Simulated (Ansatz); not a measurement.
Cost and result by functional for the surface energy of the (103) surface of tetragonal indium in its 1x1 cell, outermost plane spacing 1.48 Å in the ideal cut, in Ansatz (plane waves, PAW). Single points on the PBE structure, on one kind of machine; costs are rough ratios of the slab run's core time (references not counted) to the cheapest single point. r2SCAN's cost holds its higher cutoff (500 against 420 eV). Differences are taken against r2SCAN for comparison alone: no measured value is at hand, so the table doesn't rank accuracy.

Set-up: 8 atoms, 10.4 Å thick at the start (thin: gaps and levels are the slab's own); mesh 12x7x1; 0.1 eV smearing; dipole correction on; all atoms relaxed; held to the part of the start's symmetry that mesh and held atoms allow; no spin, no spin-orbit, no U. These notes are the PBE run's.

```csv
functional,relative cost,surface energy (J/m²),less r2SCAN (J/m²)
PBEsol,1,0.44,0.10
RPBE,1,0.25,-0.09
LDA,1,0.47,0.13
r2SCAN,3,0.34,0.00
PBE (the relaxed run's value),–,0.34,-0.01
```

The values span 0.22 J/m², while the single points' costs differ by a factor of roughly 3. Differences are of unrounded values.

Ansatz is a program for electronic structure.
